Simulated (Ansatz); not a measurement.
Tl2O (R-3m, No. 166, 6 atoms in the cell; start mp-551470) was calculated with LDA (Ansatz, a program for electronic structure, PAW).

Settings: plane-wave cutoff 500 eV, 14×14×4 k mesh (along the axes of the cell as run), gaussian smearing 0.02 eV, scalar-relativistic PAW data made under PBE.

Cell (relaxed at this level):

```
CELL_PARAMETERS angstrom
      2.98326    -1.72241     0.00070
      2.98326     1.72241     0.00070
     -1.99264     0.00000    12.32348
ATOMIC_POSITIONS crystal
  Tl 0.87657 0.87657 0.62973
  Tl 0.12343 0.12343 0.37027
  Tl 0.70915 0.70915 0.12749
  Tl 0.29085 0.29085 0.87251
  O  0.41641 0.41641 0.24921
  O  0.58359 0.58359 0.75079
```

Problem. Estimate the band gap that the calculation returns.

Solution. 
* **band gap**: 0.33 eV (on the SCF k mesh)

Note: the relaxation could not lower the start's symmetry, so the cell can be a saddle point above a distorted one.

Spin–orbit coupling is not included; with these elements it can move the gap by several tenths of an eV or more.

A start named mp-… is a Materials Project structure, which need not be a measured phase.
